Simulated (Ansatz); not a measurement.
The parent structure is a 24-atom supercell of FeS2 (space group Pnnm, No. 58; a = 4.367 Å, b = 5.333 Å, c = 3.344 Å; non-magnetic) at its relaxed geometry.

The values are results of PBEsol, PAW, 420 eV (Ansatz, a quantum-chemistry and plane-wave program; spin-orbit coupling left out), earlier PAW set, not measurements.

One neutral defect a cell, atoms relaxed at fixed cell.

One change was made to it. Results:

```csv
quantity,base,after
total moment of the cell,–,0.0 μB
largest displacement of a host atom from its site in the perfect cell,–,0.27 Å
pressure,0.0 GPa,12.3 GPa
```

**Question.** Name the change that was made.
A) Hg on a Fe site
B) Li interstitial (started 2.02 Å from the nearest host atom)
C) Te on a S site

**Answer.** A, Hg on a Fe site. For comparison, the pressure in the other runs: Li interstitial (started 2.02 Å from the nearest host atom) gives 5.9 GPa; Te on a S site gives 6.5 GPa.

The magnetic state is the one reached from the starting moments; the real material's order can differ, and small cells can't hold many antiferromagnetic ones. The cell is small, so the values are those of an ordered compound at a high defect concentration; dilute-limit values will differ. The mesh was chosen for an insulator and is coarse for the gapless case. Seeded moments were not kept for Hg on a Fe site, the base, Li interstitial (started 2.02 Å from the nearest host atom) and Te on a S site. Spin-polarised in the final run: Hg on a Fe site, Li interstitial (started 2.02 Å from the nearest host atom) and Te on a S site; the other runs are not.
